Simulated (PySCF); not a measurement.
PySCF 2.14.0, MP2 (frozen core)/cc-pvdz: C[Si](C)(C)[CH2][GeH3], 20 atoms. The geometry is a generated start, not checked to be a minimum at this level.

- task = mp2
- basis = cc-pvdz
- two-electron scheme = exact four-centre integrals
- frozen core = true
- mf.init_guess = minao (default)
- mf.DIIS = CDIIS (default)
- mf.diis_space = 8 (default)
- mf.conv_tol = 1e-09 (default)
- basis functions (reference run) = 171

On 4 threads, 1 BLAS thread. Build: conda-forge: OpenMP (GNU), OpenBLAS with its own threads, libcint, Libxc. One run each, on a shared machine, so no times are given.

Values of mol.max_memory tried: 8000 MB, 4000 MB, 2000 MB, 1000 MB, 500 MB, 300 MB, 200 MB.

What happens as the memory setting falls?

It runs down to 200 MB, the lowest tried, with the same result. At 8000 MB: SCF integrals in memory, transformation in memory. From 1000 MB down: direct SCF, transformation through a file.

```tsv
mol.max_memory	path	peak memory
8000 MB	SCF integrals in memory, transformation in memory	1.2 GiB
4000 MB	SCF integrals in memory, transformation in memory	1.2 GiB
2000 MB	SCF integrals in memory, transformation in memory	1.2 GiB
1000 MB	direct SCF, transformation through a file	0.94 GiB
500 MB	direct SCF, transformation through a file	0.94 GiB
300 MB	direct SCF, transformation through a file	0.94 GiB
200 MB	direct SCF, transformation through a file	0.94 GiB
```

Peak memory is the kernel's count for the largest process, libraries included and scratch files not. The peak passes the setting at 1000 MB, 500 MB, 300 MB, 200 MB: it is no hard cap. MP2's transformation through a file may take 2000 MB even at lower settings.
